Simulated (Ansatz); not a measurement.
Effect of uniaxial strain ε_xx = −1.50 % on Be

Take Be in the hcp (Mg type) structure (space group P6_3/mmc, No. 194; a = 2.255 Å, c = 3.558 Å; relaxed with 0.1 eV smearing) as the base. Axes: x lies along a and z along c of the hexagonal cell.

Modification: uniaxial strain ε_xx = −1.50 %, all other strain components held at zero; the atoms relax in the strained cell.

Calculations: PBEsol in Ansatz (plane waves to 420 eV, PAW, no SOC). Settings: 29×29×16 k-points, 0.1 eV Fermi–Dirac smearing.

* **Volume per atom**: 7.72 Å³ (base 7.84 Å³)
* **Space group**: Cmcm (No. 63) (base P6_3/mmc (No. 194))
* **Shortest interatomic distance**: 4.155 bohr (base 4.166 bohr)
* **Energy relative to the base (free energy F)**: +1.9 meV/atom
* **Pressure (mean of the normal stresses, compression positive)**: 1.9 GPa (base 0.0 GPa)
* **Band gap**: zero (base zero)
* **Stress (xx, yy, zz, yz, xz, xy; compression positive)**: (5.2, 0.3, 0.1, 0.0, 0.0, 0.0) GPa

Final structure:

```yaml
crystal:
  lattice:
    - [2.22133, 0.00000, 0.00000]
    - [-1.11066, 1.95302, 0.00000]
    - [0.00000, 0.00000, 3.55800]
  atoms:
    - { symbol: Be, position: [0.66546, 0.33092, 0.75000] }
    - { symbol: Be, position: [0.33454, 0.66908, 0.25000] }
```

Stability against distortions was not tested.

Ansatz is an electronic-structure program.
